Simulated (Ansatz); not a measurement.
Take MgS in the rock salt structure (space group Fm-3m, No. 225; a = 5.182 Å) as the base. Axes: x, y, z lie along the cube axes.

Perturbation: biaxial strain −4.53 %, plane normal [001], relaxed out of plane (Cartesian); in-plane vectors clamped, the third vector and the atoms free.

Levels (all Ansatz, a program for electronic structure, PAW): PBEsol (420 eV, without spin-orbit coupling); HSE06 (420 eV, no spin-orbit coupling).

The geometry is relaxed with PBEsol.

- PBEsol lowest conduction level above the VBM at special points = X 2.59 eV; M 3.06 eV; Γ 4.06 eV

Task: How does going to HSE06 change the lowest conduction level above the VBM at special points?

Result: The lowest conduction level above the VBM at special points changes from X 2.59 eV; M 3.06 eV; Γ 4.06 eV to X 3.70 eV; M 4.19 eV; Γ 5.32 eV.

Single points use the geometry relaxed with PBEsol. The hybrid gap comes from the SCF mesh plus the semilocal run's edge points and a few special points and is an upper bound. The levels and masses belong to the bands next to the band gap. Whether these cells are dynamically stable was not tested. The base started in P3_121 and relaxed to Fm-3m at this level. Labels are those of the standard path for the cell's own space group.
